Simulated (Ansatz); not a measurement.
An Ansatz (a program for electronic structure) input (Ansatz, PBE, PAW, cutoff 420 eV, without spin-orbit coupling):

Ansatz 0.2 input:
```yaml
crystal:
  lattice:
    - [-2.0020936191, 2.0020936191, 8.5004935426]
    - [2.0020936191, -2.0020936191, 8.5004935426]
    - [2.0020936191, 2.0020936191, -8.5004935426]
  atoms:
    - { symbol: As, position: [0.0853201587, 0.5853201587, 0.5] }
    - { symbol: As, position: [0.4146798413, 0.9146798413, 0.5] }
    - { symbol: P, position: [0.75, 0.25, 0.5] }
    - { symbol: Ga, position: [0.8292777071, 0.8292777071, 0] }
    - { symbol: Ga, position: [0.1707222929, 0.1707222929, 0] }
    - { symbol: Ga, position: [0.5, 0.5, 0] }
basis: { ecutwfc: 420, ecutrho_ratio: 4, xc_grid: 2, fft_grid_basis: typed }
kpoints: { mp_grid: { grid: [12, 12, 12] } }
hamiltonian:
  xc: pbe
  dispersion: none
  pseudopotentials: { kind: paw }
scf: { occupations: { method: fermi_dirac, width: 0.05 }, convergence: { dr2_threshold: 0.0000000006 } }
output: { forces: true, stress: true }
checkpoint: { write: state.ck, write_every: 1000 }
```

Which symmetry and how many k-points will the program report, and about how many plane waves at Γ?

Space group I-4m2 (ITA 119) with 8 operations, k-points 163 of 1728, and 2625 plane waves at Γ.

These are small ordered cells, not random alloys; other orderings at the same x differ. No phonon test of stability was made. The cell was made from GaP by this change: x(As) = 0.667, 6 atoms, I-4m2.
